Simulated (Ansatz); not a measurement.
The starting structures come from a database of crystals and need not be the phases stable at ambient conditions.

By PBEsol, the system below comes out a metal.

The ballistic (Sharvin) conductance counts the channels at the Fermi level: G/A = (e²/h) × channels of both spins per area.

Given:

```xyz
2
Lattice="3.3382 0.0000 0.0000 0.0000 6.0073 0.0000 1.6691 -3.0036 3.0036" Properties=species:S:1:pos:R:3 pbc="T T T"
In     0.8346     3.0036     0.0000
Sb     0.0000     0.0000     0.0000
```

Space group of this cell: I-4m2. The cell is strained (all lengths scaled by 1.02); by PBEsol its mean pressure is -4.9 GPa.

The current flows along the normal of the first two printed cell vectors, the (100) plane of the conventional cell. No spin-orbit coupling; the value is a mean over 0.1 eV about the Fermi level.

Problem. Predict the ballistic conductance per area from PBEsol (Ansatz, an electronic-structure program).

Solution. 0.58 × 10¹⁵ S/m² for both spins.
